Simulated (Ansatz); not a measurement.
Si3P4 (model structure, started from the Si3N4 type, Fd-3m, No. 227, 14 atoms in the cell): lattice parameter a by level of theory

No measured value is used here.

```tsv
level (code)	value (Å)
LDA (Ansatz)	[?]
PBE (Ansatz)	9.898
PBEsol (Ansatz)	9.815
PBE-D3(BJ) (Ansatz)	9.779
r²SCAN (Ansatz)	9.850
r²SCAN+rVV10 (Ansatz)	[?]
```

Task: Some entries are withheld; supply them.

Result: 
- LDA (Ansatz, an electronic-structure program), value (Å): 9.763
- r²SCAN+rVV10 (Ansatz), value (Å): 9.831

Cutoffs differ between the levels. Ansatz's density-functional and Hartree–Fock values are scalar-relativistic unless marked +SOC, with PAW data made under PBE.

A model structure was made by putting elements into a prototype or built by hand; it is no filed structure, need not be a known phase, and can be a saddle point held by its symmetry.
